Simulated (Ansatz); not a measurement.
# WSi2 under a change: uniaxial strain ε_xx = −1.50 %

Start from WSi2 (space group I4/mmm, No. 139; a = 3.185 Å, c = 7.773 Å; relaxed with 0.1 eV smearing). Axes: x, y, z lie along a, b, c of the conventional cell.

One thing is altered: the cell is compressed by 1.50 % along x with no lateral relaxation, atoms relaxed at fixed cell.

Computed with Ansatz (a program for electronic structure) LDA, without spin-orbit coupling. k-mesh 25×25×25 (Γ-centred); smearing 0.1 eV (Fermi–Dirac).

The volume per atom falls by 0.197 Å³ to 12.95 Å³ and the space group goes from I4/mmm (No. 139) to Immm (No. 71). The shortest interatomic distance grows by 0.0038 Å, from 2.571 Å to 2.574 Å and the energy grows by 4.3 meV/atom. The pressure (mean of the normal stresses, compression positive) goes from zero to 3.6 GPa and the band gap is still zero. The stress (xx, yy, zz, yz, xz, xy; compression positive) is (7.0, 2.1, 1.6, 0.0, 0.0, 0.0) GPa.

Stability against distortions was not tested. All final runs are without spin polarisation.
